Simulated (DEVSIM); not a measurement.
# abrupt Si p-n junction

Device: abrupt Si p-n junction, at 300 K.

```
layer (left to right)  material  thickness (μm)  Nd (cm⁻³)  Na (cm⁻³)  τn (s)  τp (s)
---------------------  --------  --------------  ---------  ---------  ------  ------
1                            Si           0.110          -     2.1e16  1.1e-6  1.1e-6
2                            Si             120     2.4e17          -  1.1e-6  1.1e-6
```

Left contact: ohmic. Right contact: ohmic. Voltage is applied to the left contact. Recombination: SRH at mid-gap, radiative. Mobility is constant in doping.

The device is made up for the run: typed textbook-type constants, with dimensions and the other settings drawn at random. Values at 300 K.

```
parameter           Si
-------------  -------
gap (eV)         1.124
affinity (eV)     4.05
permittivity      11.7
Nc (cm⁻³)      2.86e19
Nv (cm⁻³)       3.1e19
μn (cm²/Vs)       1417
μp (cm²/Vs)        470
B (cm³/s)      4.7e-15
```

DEVSIM, 1D drift-diffusion, Boltzmann statistics, complete ionisation; no tunnelling, impact ionisation, image-force lowering or self-heating.

```
Property                                           Result
---------------------------------------------  ----------
Potential step across the device at zero bias     0.812 V
Largest field in the device at zero bias       81000 V/cm
Dark forward voltage at 1 A/cm²                   0.459 V
Dark forward voltage at 100 A/cm²                 0.618 V
```

Small-signal capacitance in reverse bias (quasi-static):

| V (V) | C (nF/cm²) |
|---|---|
| -0.1 | 77.5 |
| -0.25 | 75.8 |
| -0.5 | 73.1 |
| -0.75 | 70.8 |
| -1 | 68.7 |
| -1.5 | 64.9 |
| -2 | 61.7 |
| -2.5 | 59.0 |

Dark forward current:

```tsv
V (V)	J (A/cm²)
0.05	3.3e-7
0.10	2.4e-6
0.15	1.5e-5
0.20	9.7e-5
0.30	0.0037
0.35	0.022
0.40	0.13
0.45	0.74
0.50	4.1
0.55	20
0.65	180
0.70	320
0.75	490
0.80	670
0.85	860
0.90	1100
1.00	1500
1.05	1700
1.10	1900
1.15	2100
```
